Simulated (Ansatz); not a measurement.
Base system: C in the graphite type structure (space group P6_3/mmc, No. 194; a = 2.465 Å, c = 6.730 Å; layered, stacked along the Cartesian z axis).

(Cell as relaxed with PBE-D3(BJ).)

Levels (all Ansatz, a first-principles code, PAW): PBE-D3(BJ) (420 eV, no spin-orbit coupling); r2SCAN+rVV10 (500 eV, scalar-relativistic without spin-orbit coupling).

Each level relaxes its own structure.

| base | PBE-D3(BJ) | r2SCAN+rVV10 |
|---|---|---|
| volume per atom | 8.85 Å³ | 8.71 Å³ |
| lattice parameter a | 2.465 Å | 2.455 Å |
| band gap | zero | zero |

Modification: the cell is scaled by 1.0382 in all directions; the atoms relax in the strained cell.

| quantity | PBE-D3(BJ) | r2SCAN+rVV10 |
|---|---|---|
| pressure (mean of the normal stresses, compression positive) | -26.3 GPa | -26.7 GPa |
| energy relative to the base (free energy F) | +95 meV/atom | +94 meV/atom |
| band gap | zero | zero |

PBE-D3(BJ)'s pressure lies 0.4 GPa above r2SCAN+rVV10's; PBE-D3(BJ)'s energy relative to the base lies 0.8 meV/atom above r2SCAN+rVV10's; the two agree on the band gap. Neither level is exact; r2SCAN+rVV10 is the comparison here, not a measurement.

The mesh was chosen for an insulator and is coarse for the gapless case. Whether these cells are dynamically stable was not tested.
